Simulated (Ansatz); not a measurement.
The starting structures come from a database of crystals and need not be the phases stable at ambient conditions.

Evanescent states of PbBrF (P4/nmm, not sure to be the ambient phase, 6 atoms a cell, 22.3 Å³ an atom) along the normal of (111)

Calculation: r2SCAN (plane waves, PAW; Ansatz, a program for electronic structure).

No gap correction and no spin-orbit coupling; mid-gap values are interpolated between computed energies.

Energies count from the valence-band top; κ is the least over a 6×4 mesh across the current.

```json
[
 {"E (eV)": "0.07", "κ (1/Å)": "0.138", "where": "off Γ"},
 {"E (eV)": "0.23", "κ (1/Å)": "0.198", "where": "off Γ"},
 {"E (eV)": "0.38", "κ (1/Å)": "0.212", "where": "off Γ"},
 {"E (eV)": "0.53", "κ (1/Å)": "0.224", "where": "off Γ"},
 {"E (eV)": "0.68", "κ (1/Å)": "0.233", "where": "off Γ"},
 {"E (eV)": "0.82", "κ (1/Å)": "0.240", "where": "off Γ"},
 {"E (eV)": "0.97", "κ (1/Å)": "0.246", "where": "off Γ"},
 {"E (eV)": "1.12", "κ (1/Å)": "0.250", "where": "off Γ"},
 {"E (eV)": "1.27", "κ (1/Å)": "0.252", "where": "off Γ"},
 {"E (eV)": "1.43", "κ (1/Å)": "0.253", "where": "off Γ"},
 {"E (eV)": "1.57", "κ (1/Å)": "0.253", "where": "off Γ"},
 {"E (eV)": "1.73", "κ (1/Å)": "0.252", "where": "off Γ"},
 {"E (eV)": "1.88", "κ (1/Å)": "0.249", "where": "off Γ"},
 {"E (eV)": "2.02", "κ (1/Å)": "0.246", "where": "off Γ"},
 {"E (eV)": "2.17", "κ (1/Å)": "0.241", "where": "off Γ"},
 {"E (eV)": "2.33", "κ (1/Å)": "0.234", "where": "off Γ"},
 {"E (eV)": "2.48", "κ (1/Å)": "0.226", "where": "off Γ"},
 {"E (eV)": "2.62", "κ (1/Å)": "0.215", "where": "off Γ"},
 {"E (eV)": "2.77", "κ (1/Å)": "0.174", "where": "off Γ"},
 {"E (eV)": "2.92", "κ (1/Å)": "0.118", "where": "off Γ"}
]
```

Question: How thick must the barrier be to attenuate the transmission by 10^6 when the electrodes' Fermi level lies at 2.62 eV, and what attenuation does that film give at 1.57 eV?

Answer: d = 6 ln 10 / (2 × 0.215) = 32.1 Å. At 1.57 eV it gives 6 × 0.253/0.215 = 7.1 decades.
